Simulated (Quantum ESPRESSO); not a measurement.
A working Quantum ESPRESSO input for Sn (Fd-3m, 2 atoms in the cell) (DFT, PBE, plane waves, SSSP 1.1.2 efficiency (PBE) pseudopotentials):

```fortran
&control
 calculation = 'scf'
 prefix = 'sn'
 outdir = './out'
 pseudo_dir = './'
 tprnfor = .true.
 tstress = .true.
/
&system
 ibrav = 0
 nat = 2
 ntyp = 1
 ecutwfc = 40
 ecutrho = 320
 occupations = 'smearing'
 smearing = 'marzari-vanderbilt'
 degauss = 0.019992
/
&electrons
 conv_thr = 1.0d-10
 mixing_beta = 0.5
/
ATOMIC_SPECIES
Sn   118.7100  Sn_pbe_v1.uspp.F.UPF
ATOMIC_POSITIONS angstrom
Sn    0.00000000    0.00000000    0.00000000
Sn    1.60455100    1.60455100    1.60455100
K_POINTS automatic
12 12 12  0 0 0
CELL_PARAMETERS angstrom
   0.00000000     3.20910200     3.20910200
   3.20910200     0.00000000     3.20910200
   3.20910200     3.20910200     0.00000000
```

The run converged in 11 iterations: free energy E − TS -4441.8856 eV; Fermi level (on the code's own zero) 8.34 eV; pressure 5.10 GPa. Each of these slips is then made, one at a time:

(1)
```diff
- degauss = 0.019992
```

(2)
```diff
+ nbnd = 12
```

### Question
What happens in each case?

### Answer

(1) Smearing without a width. The program stopped before any SCF iteration.
```
Error in routine  set_occupations (1):
smearing requires a value for gaussian broadening (degauss)
```

(2) Too few bands. The program stopped before any SCF iteration.
```
Error in routine setup (1):
too few bands
```

The starting cell comes from a database of computed structures (which also holds hypothetical and non-ambient phases and stackings), without a prior relaxation at this level. Its lattice was rescaled by a random factor within 2.5 % of one. In the base run, with a pressure of about 5 GPa the cell is away from its equilibrium volume at this level.

Left out of this page: 4 runs of the series outside the window shown, repeating another row's setting, or not comparable; 1 run of the series held back from this collection.
